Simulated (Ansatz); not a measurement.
Where the default PAW files enter, the runs use the earlier of Ansatz's two default sets.

Tunnelling through a barrier is set by its complex band structure: the current falls as exp(−2κd) with the smallest κ.

```yaml
crystal:
  lattice:
    - [2.88742, 0.00000, 0.00000]
    - [-1.44371, 2.50058, 0.00000]
    - [1.44371, 0.83353, 2.35757]
  atoms:
    - { symbol: Li, position: [0.00000, 0.00000, 0.00000] }
    - { symbol: F, position: [0.00000, 0.50000, 0.50000] }
```

Space group of this cell: Fm-3m, rock salt. The cell is taken as given; by r2SCAN its mean pressure is -4.7 GPa.

Transport runs along the normal of the first two printed cell vectors, the (111) plane of the conventional cell.

The gap is the functional's own. No spin-orbit coupling. Mid-gap values are interpolated on the energy grid.

Task: Compute, with r2SCAN in Ansatz (an electronic-structure program), the band gap and the smallest decay constant κ at mid-gap.

Result: Gap 9.70 eV on a 14×14×14 mesh; κ = 0.681 1/Å, at the zone centre.
